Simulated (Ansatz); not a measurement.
The parent structure is ZnS (space group P4_2/mnm, No. 136; a = 6.518 Å, c = 3.808 Å; a hypothetical phase, not in the database extracts checked).

Levels (all Ansatz, a program for electronic structure, PAW): PBEsol (420 eV, no spin-orbit coupling); HSE06 (420 eV, no SOC).

Its gap is 2.24 eV with PBEsol and 3.60 eV with HSE06.

It is then changed as follows: a hydrostatic pressure of 5 GPa.

With PBEsol the gap becomes 2.48 eV.

Task: If the HSE06 correction stayed the same, what would the HSE06 gap be, and what does the HSE06 run give?

Result: A rigid correction of +1.36 eV gives 3.84 eV. The HSE06 run gives 3.86 eV, so the two effects roughly add.

Single points use the geometry relaxed with PBEsol. Load acts through the strain it causes; cell and atoms are relaxed under it. No phonon test of stability was made. Competing high-pressure phases were not computed.
